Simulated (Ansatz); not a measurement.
Start from SiC (space group P6_3mc, No. 186; a = 3.095 Å, c = 15.186 Å). Axes: x lies along a and z along c of the hexagonal cell.

The values are results of Kohn–Sham DFT with the PBE functional, run in Ansatz (a program for electronic structure) with PAW and 420 eV plane waves, scalar-relativistic without spin-orbit coupling, earlier PAW set, not measurements.

One thing is altered: every lattice vector is stretched by 0.80 %; the atoms relax in the strained cell.

**Question.** Predict the stress tensor and what it implies for the stiffness.

**Answer.** Stress of the strained cell less that of the base (GPa, compression positive):
```
  -4.88    0.00    0.00
   0.00   -4.88    0.00
   0.00    0.00   -4.84
```

Then B = −ΔP/(ΔV/V₀) with ΔV/V₀ = 0.0242 gives secant stiffness values (nonlinear terms included at this strain): B (at held cell shape, above the free-shape value) ≈ 201 GPa.

No phonon test of stability was made.
